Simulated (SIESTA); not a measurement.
SIESTA run on MgAu₃ (Pm-3m, 4 atoms in the cell): self-consistent single point

Computed with GGA PBEsol, numerical atomic orbitals DZP, PseudoDojo PBEsol standard norm-conserving potentials (rewritten from UPF to PSML) (SIESTA).

Input:

```
# files in the folder: Mg.psml Au.psml (PseudoDojo PBEsol standard)
SystemName  MgAu3
SystemLabel siesta

NumberOfAtoms                4
NumberOfSpecies              2
%block ChemicalSpeciesLabel
  1 12 Mg
  2 79 Au
%endblock ChemicalSpeciesLabel
LatticeConstant              1.0 Ang
%block LatticeVectors
     4.106530000    0.000000000    0.000000000
     0.000000000    4.106530000    0.000000000
     0.000000000    0.000000000    4.106530000
%endblock LatticeVectors
AtomicCoordinatesFormat      Fractional
%block AtomicCoordinatesAndAtomicSpecies
     0.000000000    0.000000000    0.000000000  1
     0.500000000    0.500000000    0.000000000  2
     0.000000000    0.500000000    0.500000000  2
     0.500000000    0.000000000    0.500000000  2
%endblock AtomicCoordinatesAndAtomicSpecies

XC.functional                GGA
XC.authors                   PBEsol
PAO.BasisSize                DZP
PAO.EnergyShift              0.01 Ry
MeshCutoff                   400 Ry
%block kgrid.MonkhorstPack
    6   0   0  0.0
    0   6   0  0.0
    0   0   6  0.0
%endblock kgrid.MonkhorstPack
OccupationFunction           FD
ElectronicTemperature        1160.45 K

MaxSCFIterations             150
SCF.Mixer.Method             Broyden
SCF.Mixer.Weight             0.1
SCF.Mixer.History            8
SCF.DM.Tolerance             1.0E-04
Diag.ParallelOverK           true
WriteForces                  true
Charge.Mulliken              end
```

The program printed (abridged):

```
reinit: Reading from file input.fdf

reinit: System Name: MgAu3
reinit: System Label: siesta

coor:   Atomic-coordinates input format  =     Fractional

siesta: Atomic coordinates (Bohr) and species
siesta:      0.00000   0.00000   0.00000  1        1
siesta:      3.88011   3.88011   0.00000  2        2
siesta:      0.00000   3.88011   3.88011  2        3
siesta:      3.88011   0.00000   3.88011  2        4

siesta: System type = bulk

initatomlists: Number of atoms, orbitals, and projectors:      4    66    83

siesta: ******************** Simulation parameters ****************************
redata: Spin configuration                          = none
redata: Time-Reversal Symmetry                      = T
redata: Number of Atomic Species                    =        2
redata: Mesh Cutoff                                 =   400.0000 Ry
redata: Net charge of the system                    =     0.0000 |e|
redata: Min. number of SCF Iter                     =        0
redata: Max. number of SCF Iter                     =      150
redata: SCF convergence failure will abort job
redata: SCF mix quantity                            = Hamiltonian
redata: Mix DM or H after convergence               =   F
redata: Recompute H after scf cycle                 =   F
redata: Mix DM in first SCF step                    =   T
redata: No kicks to SCF
redata: DM Mixing Weight for Kicks                  =     0.5000
redata: Require Harris convergence for SCF          =   F
redata: Harris energy tolerance for SCF             =     0.000100 eV
redata: Require DM convergence for SCF              =   T
redata: DM tolerance for SCF                        =     0.000100
redata: Require EDM convergence for SCF             =   F
redata: EDM tolerance for SCF                       =     0.001000 eV
redata: Require H convergence for SCF               =   T
redata: Hamiltonian tolerance for SCF               =     0.001000 eV
   [... lines left out ...]
diag: Parallel distribution                         =     1 x     1
diag: Used triangular part                          = Lower
diag: Absolute tolerance                            =  0.100E-15
diag: Orthogonalization factor                      =  0.100E-05
diag: Memory factor                                 =  1.0000

superc: Internal auxiliary supercell:     5 x     5 x     5  =     125
superc: Number of atoms, orbitals, and projectors:    500   8250  10375

                        Single-point calculation

superc: Internal auxiliary supercell:     5 x     5 x     5  =     125
superc: Number of atoms, orbitals, and projectors:    500   8250  10375

outcell: Unit cell vectors (Ang):
        4.106530    0.000000    0.000000
        0.000000    4.106530    0.000000
        0.000000    0.000000    4.106530

outcell: Cell vector modules (Ang)   :    4.106530    4.106530    4.106530
outcell: Cell angles (23,13,12) (deg):     90.0000     90.0000     90.0000
outcell: Cell volume (Ang**3)        :     69.2508
new_DM -- step:     1
Initializing Density Matrix...

Attempting to read DM from file... Failed...
DM filled with atomic data:

InitMesh: MESH = 50 x 50 x 50 = 125000
InitMesh: Mesh cutoff (required, used) =   400.000   409.725 Ry

stepf: Fermi-Dirac step function
        iscf     Eharris(eV)        E_KS(eV)     FreeEng(eV)     dDmax    Ef(eV) dHmax(eV)
   scf:    1   -13586.840336   -13627.182465   -13627.257762  2.092257  0.529991 15.759556
   scf:    2   -13643.796472   -13635.967491   -13636.036827  0.340732 -0.202627 11.368987
   scf:    3   -13648.881171   -13645.103026   -13645.150722  0.457863 -1.570162  2.986012
   scf:    4   -13645.125354   -13645.142529   -13645.187113  0.070146 -1.704693  1.954547
   scf:    5   -13645.207946   -13645.186409   -13645.234361  0.046805 -1.672379  0.152947
   scf:    6   -13645.179087   -13645.184574   -13645.233477  0.010928 -1.651372  0.176585
   scf:    7   -13645.189371   -13645.188134   -13645.236177  0.012967 -1.681265  0.032014
   scf:    8   -13645.188089   -13645.188113   -13645.236135  0.000386 -1.682594  0.040469
   scf:    9   -13645.188150   -13645.188136   -13645.236213  0.000516 -1.681680  0.026706
   scf:   10   -13645.188127   -13645.188132   -13645.236215  0.000134 -1.682435  0.027493
   scf:   11   -13645.187999   -13645.188085   -13645.236280  0.001007 -1.680481  0.001377
   scf:   12   -13645.188078   -13645.188082   -13645.236280  0.000071 -1.681062  0.000419
SCF Convergence by DM+H criterion
max |DM_out - DM_in|         :     0.0000708171
max |H_out - H_in|      (eV) :     0.0004194400
SCF cycle converged after 12 iterations

Using DM_out to compute the final energy and forces

siesta: E_KS(eV) =           -13645.1881

siesta: E_KS - E_eggbox =    -13645.1881

siesta: Atomic forces (eV/Ang):
     1    0.000000   -0.000000    0.000000
     2   -0.000000   -0.000000    0.000000
     3   -0.000000   -0.000000   -0.000000
     4    0.000000   -0.000000   -0.000000
   Tot   -0.000000   -0.000000   -0.000000
   Max    0.000000
   Res    0.000000    sqrt( Sum f_i^2 / 3N )
   Max    0.000000    constrained

Stress tensor Voigt[x,y,z,yz,xz,xy] (kbar):       57.86       57.86       57.86        0.00       -0.00       -0.00
(Free)E + p*V (eV/cell)   -13647.7371
Target enthalpy (eV/cell)   -13645.2363

siesta: Program's energy decomposition (eV):
siesta: Ebs     =     -2359.274121
siesta: Eions   =     17209.280887
siesta: Ena     =      1599.875575
siesta: Ekin    =      4375.651794
siesta: Enl     =      -295.262627
siesta: Eso     =         0.000000
siesta: Edftu   =         0.000000
siesta: DEna    =       139.627421
siesta: DUscf   =         5.414749
siesta: DUext   =         0.000000
siesta: Ex      =     -2116.990281
siesta: Ec      =      -144.223826
siesta: Exc     =     -2261.214107
siesta: Eharris =    -13645.188078
siesta: Etot    =    -13645.188082
siesta: FreeEng =    -13645.236280

siesta: Stress tensor (static) (eV/Ang**3):
siesta:     0.036113    0.000000    0.000000
siesta:    -0.000000    0.036113    0.000000
siesta:    -0.000000    0.000000    0.036113

siesta: Cell volume =         69.250833 Ang**3

siesta: Pressure (static):
siesta:                Solid            Molecule  Units
siesta:          -0.00039332         -0.00039332  Ry/Bohr**3
siesta:          -0.03611320         -0.03611320  eV/Ang**3
siesta:         -57.85972299        -57.85972299  kBar

mulliken: Atomic and Orbital Populations:

Species: Mg
Atom  Qatom  Qorb
               2s      3s      3s      2py     2pz     2px     3py     3pz
               3px
   1 10.050   1.993   0.877  -0.035   2.023   2.023   2.023   0.382   0.382
              0.382

Species: Au
Atom  Qatom  Qorb
               5s      6s      6s      5py     5pz     5px     6py     6pz
               6px     5dxy    5dyz    5dz2    5dxz    5dx2-y2 5dxy    5dyz
               5dz2    5dxz    5dx2-y2
   2 18.983   2.004   1.495  -0.462   2.000   2.003   2.000   0.221   0.265
              0.221   1.774   1.633   1.761   1.633   1.684   0.098   0.171

              0.145   0.171   0.165
   3 18.983   2.004   1.495  -0.462   2.000   2.000   2.003   0.221   0.221
              0.265   1.633   1.774   1.703   1.633   1.742   0.171   0.098

              0.160   0.171   0.150
   4 18.983   2.004   1.495  -0.462   2.003   2.000   2.000   0.265   0.221
              0.221   1.633   1.633   1.703   1.774   1.742   0.171   0.171

              0.160   0.098   0.150

mulliken: Qtot =       67.000

Mulliken Atomic Populations:
Atom #   charge [q] valence [e]  Species
     1    -0.049954   10.049954  Mg
     2     0.016651   18.983349  Au
     3     0.016651   18.983349  Au
     4     0.016651   18.983349  Au
 Total     0.000000
```

The run converged in 12 iterations.

The starting cell comes from a database of computed structures (which also holds hypothetical and non-ambient phases and stackings), without a prior relaxation at this level. Values carry the incompleteness of an atom-centred basis. With a pressure of about -6 GPa the cell is away from its equilibrium volume at this level.
